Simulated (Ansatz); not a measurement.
## Response to strain in SnO

The parent structure is SnO in the litharge type structure (space group P4/nmm, No. 129; a = 3.836 Å, c = 4.757 Å; layered, stacked along the Cartesian z axis). Axes: x, y, z lie along a, b, c of the conventional cell.

Strains are applied to the cell and any free atomic positions relax; under biaxial strain the out-of-plane vector relaxes too.

Computed with plane-wave PAW DFT at the PBE-D3(BJ) level (Ansatz, a program for electronic structure, 420 eV), no spin-orbit coupling, earlier PAW set.

Computed cases, in order: biaxial strain −0.73 %, plane normal [001], relaxed out of plane; biaxial strain −0.38 %, plane normal [001], relaxed out of plane; the unstrained base; biaxial strain +1.21 %, plane normal [001], relaxed out of plane; biaxial strain +1.80 %, plane normal [001], relaxed out of plane.

Question: Between which two neighbouring cases does the band gap open or close?

Answer: Between the unstrained base (zero) and biaxial strain +1.21 %, plane normal [001], relaxed out of plane (0.18 eV). The whole series: biaxial strain −0.73 %, plane normal [001], relaxed out of plane: zero; biaxial strain −0.38 %, plane normal [001], relaxed out of plane: zero; the unstrained base: zero; biaxial strain +1.21 %, plane normal [001], relaxed out of plane: 0.18 eV; biaxial strain +1.80 %, plane normal [001], relaxed out of plane: 0.27 eV.

Stability against distortions was not tested. The final runs are not spin-polarised. A zero or small gap of SnO can be the functional's error rather than a property of the material.
